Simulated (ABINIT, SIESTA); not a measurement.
A SIESTA input for a self-consistent single point of Tc2N (P6_3/mmc, 6 atoms in the cell) (DFT, LDA PW92, numerical atomic orbitals DZP, PseudoDojo LDA standard norm-conserving potentials (rewritten from UPF to PSML)):

```
# files in the folder: Tc.psml N.psml (PseudoDojo LDA standard)
SystemName  Tc2N
SystemLabel tc2n

NumberOfAtoms                6
NumberOfSpecies              2
%block ChemicalSpeciesLabel
  1 43 Tc
  2 7 N
%endblock ChemicalSpeciesLabel
LatticeConstant              1.0 Ang
%block LatticeVectors
     2.824700000    0.000000000    0.000000000
    -1.412350000    2.446262000    0.000000000
     0.000000000    0.000000000    9.680790000
%endblock LatticeVectors
AtomicCoordinatesFormat      ScaledCartesian
%block AtomicCoordinatesAndAtomicSpecies
    -0.000001412    1.630842149    3.799226036  1
     1.412351412    0.815419851    5.881563965  1
     1.412351412    0.815419851    8.639621035  1
    -0.000001412    1.630842149    1.041168964  1
    -0.000001412    1.630842149    7.260592500  2
     1.412351412    0.815419851    2.420197500  2
%endblock AtomicCoordinatesAndAtomicSpecies

XC.functional                LDA
XC.authors                   PW92
PAO.BasisSize                DZP
PAO.EnergyShift              0.005 Ry
MeshCutoff                   300 Ry
%block kgrid.MonkhorstPack
   11   0   0  0.0
    0  11   0  0.0
    0   0   3  0.0
%endblock kgrid.MonkhorstPack
OccupationFunction           MP
OccupationMPOrder            0
ElectronicTemperature        100.0 meV

MaxSCFIterations             150
SCF.Mixer.Method             Broyden
SCF.Mixer.Weight             0.25
SCF.Mixer.History            8
SCF.DM.Tolerance             1.0E-04
Diag.ParallelOverK           true
WriteForces                  true
```

Write the same calculation as an input for ABINIT.

One input that does it (others would too):

```
# Tc2N, PseudoDojo nc-sr-04 LDA standard
pp_dirpath "./"
pseudos "Tc.upf, N.upf"
acell 2.8247000242 2.8247000242 9.6807900000 Angstrom
rprim
         1.0000000000   -0.0000000020    0.0000000000
        -0.4999999983    0.8660254048    0.0000000000
         0.0000000000    0.0000000000    1.0000000000
natom 6
ntypat 2
znucl 43 7
typat 1 1 1 1 2 2
xcart
         0.0000000061    3.0818434463    7.1794966926
         2.6689547181    1.5409217178   11.1145450774
         2.6689547181    1.5409217178   16.3265175777
         0.0000000061    3.0818434463    1.9675241924
         0.0000000061    3.0818434463   13.7205313275
         2.6689547181    1.5409217178    4.5735104425
ecut 88 Ry
occopt 7
tsmear 0.00367493
nband 45
kptopt 1
ngkpt 11 11 3
nshiftk 1
shiftk 0 0 0
nstep 100
toldfe 1.0e-09
prtwf 0
prtden 0
enunit 2
```

Basis, cutoffs, solver keys and any potentials are the target program's own. This input uses DFT, LDA (PW92), plane waves, norm-conserving pseudopotentials (PseudoDojo nc-sr-04 LDA standard). LDA parametrisations can differ slightly between programs.

The starting cell comes from a database of computed structures (which also holds hypothetical and non-ambient phases and stackings), without a prior relaxation at this level.
